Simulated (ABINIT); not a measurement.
**Short convergence ladders for SrSi (Cm, 4 atoms in the cell)**

```xyz
4
Lattice="2.4216 -5.6765 0.0000 2.4216 5.6765 0.0000 0.0000 0.0000 4.0680" Properties=species:S:1:pos:R:3 pbc="T T T"
Sr     2.4216     1.5748     1.0670
Sr     2.4216    -1.5748     3.0510
Si     2.4216     4.9532     1.0170
Si     2.4216    -4.9532     3.0510
```

Base method: PBEsol, PAW (JTH v2.0 PBE PAW, files made for PBE) (plane waves; ABINIT).

Base settings: pseudos = [Sr.GGA_PBE-JTH.xml, Si.GGA_PBE-JTH.xml]; ecut = 40 Ry; pawecutdg = 80 Ry; pawxcdev = 0; ixc = -116133; occopt = 3; tsmear = 0.1 eV; ngkpt = 3 3 3; nshiftk = 1; shiftk = 0 0 0.

The count of work is k-points × plane waves × bands × iterations; it is no time. Core times come from one kind of shared machine, to one figure; runs under 30 s give none.

**The cutoff for other potential files**

Level: DFT, PBEsol, plane waves, norm-conserving pseudopotentials (PseudoDojo nc-sr-04 PBEsol standard).

In this ladder: pseudos = [Sr.upf, Si.upf]; pawecutdg = default; pawxcdev = default; ixc = default; potentials = PseudoDojo nc-sr-04 PBEsol standard.

The mesh stays at the base's, so the ladder's end is converged at best in this setting alone.

Only quantities that move along the ladder and can be compared are tabulated.

```tsv
ecut	free energy less the last step's (meV/atom)	pressure (GPa)	largest difference of a force vector from the last step's (eV/Å)	count of work / last	core time / last (rough)
30 Ry	742.26	-14.17	0.010	0.10	–
38 Ry	214.06	-7.11	0.002	0.15	–
48 Ry	32.46	-3.14	0.001	0.21	–
58 Ry	3.04	-2.06	0.000	0.28	0.3
68 Ry	0.50	-1.90	0.000	0.35	0.3
82 Ry	0.31	-1.89	0.000	0.47	0.5
102 Ry	0.23	-1.89	0.000	0.65	0.5
136 Ry	0.00	-1.89	0.000	1.0	1
```

Coarsest ecut that holds the forces within 0.005 eV/Å of the last step, with all finer ones: 38 Ry, at 0.15 of the last step's count of work; the step before is off by 0.010 eV/Å.

Coarsest ecut that holds the free energy within 1 meV/atom of the last step, with all finer ones: 68 Ry, at 0.35 of the last step's count of work and about 0.3 of the last step's time; the step before is off by 3.0 meV/atom.

Coarsest ecut that holds the pressure within 0.2 GPa of the last step, with all finer ones: 58 Ry, at 0.28 of the last step's count of work and about 0.3 of the last step's time; the step before is off by 1.3 GPa.

At the lowest cutoff the pressure lies 12.3 GPa under the last step's, the usual sign of Pulay stress in an incomplete plane-wave basis.

**The relaxed cell against the cutoff**

On SrSi (Cmcm, 4 atoms in the cell): atoms on their sites.

In this ladder: toldfe = default; tolvrs = 1e-11; ionmov = 2; ntime = 40; tolmxf = 5e-05 Ha/bohr; optcell = 2; dilatmx = 1.08; ecutsm = 0.5 Ha. Moved along: pawecutdg.

The mesh stays at the base's, so the ladder's end is converged at best in this setting alone.

Only quantities that move along the ladder and can be compared are tabulated.

```csv
ecut,relaxed volume (Å³/atom),relaxation steps,core time / last (rough)
20 Ry,26.871,15,0.4
24 Ry,26.812,15,0.5
28 Ry,26.815,12,0.5
34 Ry,26.809,12,0.6
40 Ry,26.824,15,0.8
48 Ry,26.817,15,1
```

Coarsest ecut that holds the relaxed volume within 0.027 Å³/atom of the last step, with all finer ones: 24 Ry; the step before is off by 0.054 Å³/atom.

At the lowest cutoff the cell relaxes to a volume 0.2 % larger than at the highest.

On the base run: the starting cell comes from a database of computed structures (which also holds hypothetical and non-ambient phases and stackings), without a prior relaxation at this level. Its lattice was rescaled by up to half a per cent. One atom was moved a little off its site on purpose. The potentials were made for another functional than the one used. Without a gap this mesh is coarse (it stands for a supercell whose shortest vector is 12 Å).
